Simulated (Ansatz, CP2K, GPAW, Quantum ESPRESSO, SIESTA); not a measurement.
# Code comparison for Rb3Ba (I4/mmm, 4 atoms in the cell)

Self-consistent single point.

```
CELL_PARAMETERS angstrom
     -3.38259     3.38259     7.39567
      3.38259    -3.38259     7.39567
      3.38259     3.38259    -7.39567
ATOMIC_POSITIONS crystal
  Rb 0.75000 0.25000 0.50000
  Rb 0.25000 0.75000 0.50000
  Rb 0.50000 0.50000 0.00000
  Ba 0.00000 0.00000 0.00000
```

Shared settings, as Ansatz (a program for electronic structure) writes them: kpoints.mp_grid.grid = 5 5 5; scf.occupations.method = fermi_dirac; scf.occupations.width = 0.1 eV. Potentials and cutoffs stand in the table.

```csv
code,model,pressure (GPa),cutoff
GPAW,"LDA (Perdew-Wang 92), GPAW PAW datasets LDA (gpaw-data 1.0.1)",-0.61,550 eV
Quantum ESPRESSO,"LDA (PZ), GBRV 1.5 ultrasoft (LDA) pseudopotentials",-0.63,40 Ry
Ansatz,"LDA (PW92), PAW files made with PBE",-0.61,default
SIESTA,"LDA PW92, numerical atomic orbitals DZP, PseudoDojo LDA standard norm-conserving potentials (rewritten from UPF to PSML)",-0.12,grid 400 Ry
CP2K,"LDA (Pade form), GPW, DZVP-MOLOPT-SR-GTH basis, GTH-PADE potentials (GTH_POTENTIALS)",-0.50,grid 500 Ry
```

The spread over the programs that give each value: pressure within 0.51 GPa.

SIESTA and CP2K use small atom-centred bases, whose incompleteness enters pressures, forces and empty levels differently from a plane-wave cutoff. Ansatz's pressure is given at a fixed set of plane waves, as the other plane-wave codes print theirs. The same LDA comes in different parametrisations, which differ slightly.

The starting cell comes from a database of computed structures (which also holds hypothetical and non-ambient phases and stackings), without a prior relaxation at this level. Its lattice was rescaled by a random factor within 2.5 % of one.

Keys are those of Ansatz 0.2.
